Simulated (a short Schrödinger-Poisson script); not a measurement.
Gated In0.52Al0.48As/In0.53Ga0.47As δ-doped gas in a quantum well

Structure: gated In0.52Al0.48As/In0.53Ga0.47As δ-doped gas in a quantum well, at 300 K.

```csv
layer,material,thickness (nm),Na (cm⁻³)
1,In0.52Al0.48As,20,-
2,In0.52Al0.48As,3,-
3,In0.53Ga0.47As,10,-
4,In0.52Al0.48As,4000,8e15
```

The device is made up for the run: typed textbook-type constants, with dimensions and the other settings drawn at random. In0.52Al0.48As: permittivity 12.5, conduction-band edge (eV) 0.52, gap (eV) 1.45, electron mass (mₑ) 0.075, Nv at 300 K (cm⁻³) 1.1e19. In0.53Ga0.47As: permittivity 13.9, conduction-band edge (eV) 0, gap (eV) 0.74, Nv at 300 K (cm⁻³) 7.7e18.

Channel valleys (confinement mass, in-plane density-of-states mass, number): Γ 0.041, 0.041, 1. At the gate the conduction-band edge of layer 1 lies 0.65 eV − eVg above the Fermi level of the channel; the field vanishes at the back. Sheet of ionised δ-doping: +5.3e12 e/cm² at 20 nm from the gate. The barrier under the gate holds no holes. Gaps are held at their typed values at every temperature. Mesh 0.08 nm at interfaces.

From a short Schrödinger-Poisson script (our own, NumPy): 1D Poisson equation in equilibrium, electrons quantum, Hartree plus LDA exchange-correlation (BenDaniel-Duke, 40 states a valley, the channel's in-plane mass for all, wave functions free to enter the barrier), parabolic valleys, classical holes, full ionisation, no traps, pinning or gate leakage.

```
Vg (V)  electrons (cm⁻²)  in the channel layer  C (μF/cm²)  Γ E0 (meV)  Γ E1 (meV)
------  ----------------  --------------------  ----------  ----------  ----------
0.4              4.06e12               3.69e12       0.468      -192.4       -34.1
0.1              3.26e12               3.07e12       0.411      -166.3       -10.5
-0.2             2.50e12               2.39e12       0.400      -135.5        17.9
-0.5             1.77e12               1.71e12       0.388       -99.5        52.4
-0.8             1.06e12               1.03e12       0.377       -58.5        92.8
-1.1             3.81e11               3.71e11       0.345        -7.8       143.7
-1.4              1.54e9                1.50e9      0.0395       146.4       297.9
```

Gate voltages with under 1e6 electrons/cm² are left out.

Subbands count from the Fermi level.

Above a few 1e12 electrons/cm² a light Γ valley is non-parabolic and upper valleys begin to fill, which the model leaves out.
